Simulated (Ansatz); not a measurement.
**Effect of biaxial strain −3.00 %, plane normal [001], relaxed out of plane on BeSe**

Base system: BeSe in the zinc blende structure (space group F-43m, No. 216; a = 5.082 Å). Axes: x, y, z lie along the cube axes.

The change: compressive biaxial strain of 3.00 % in the plane normal to [001], as in epitaxy on a mismatched substrate; the out-of-plane cell vector and the atoms relax.

The values are results of Ansatz (a first-principles code) LDA, no spin-orbit coupling, not measurements. Γ-centred 11×11×11 mesh, Fermi–Dirac width 0.05 eV.

```json
[
 {"quantity": "space group", "base": "F-43m (No. 216)", "changed": "I-4m2 (No. 119)", "shift": "–"},
 {"quantity": "shortest interatomic distance", "base": "2.200 Å", "changed": "2.175 Å", "shift": "-0.0258 Å"},
 {"quantity": "energy relative to the base (free energy F)", "base": "0 meV/atom", "changed": "+15 meV/atom", "shift": "+15 meV/atom"},
 {"quantity": "pressure (mean of the normal stresses, compression positive)", "base": "-0.1 kbar", "changed": "33.4 kbar", "shift": "+33.45 kbar"},
 {"quantity": "band gap", "base": "2.40 eV", "changed": "2.07 eV", "shift": "-0.33 eV"},
 {"quantity": "gap character", "base": "–", "changed": "indirect, Γ → X", "shift": "–"},
 {"quantity": "smallest direct gap", "base": "4.43 eV", "changed": "4.56 eV", "shift": "+0.13 eV"},
 {"quantity": "electron mass", "base": "0.83 mₑ along k, 0.26 mₑ across (at X)", "changed": "0.78 mₑ along k, 0.26 mₑ across (at X)", "shift": "–"},
 {"quantity": "valence-band top at Γ (three highest levels, from the VBM)", "base": "0.00, 0.00, 0.00 eV", "changed": "0.00, 0.00, -0.35 eV", "shift": "–"},
 {"quantity": "valley order (the lowest conduction-band minima on the path, energy above the VBM, named in the base's zone)", "base": "X along ⟨100⟩ 2.40 eV", "changed": "X along [010] 2.07 eV; X along [001] 2.50 eV", "shift": "–"},
 {"quantity": "out-of-plane strain", "base": "–", "changed": "+2.39 %", "shift": "–"},
 {"quantity": "ratio −ε⊥/ε∥", "base": "–", "changed": "0.80", "shift": "–"},
 {"quantity": "mean in-plane stress (compression positive)", "base": "–", "changed": "+5.0 GPa", "shift": "–"}
]
```

Masses are band curvatures over ±0.01 Å⁻¹ around the edge. Along k means along the line from Γ to the band edge. Whether these cells are dynamically stable was not tested. k-point labels follow each cell's own Brillouin zone.
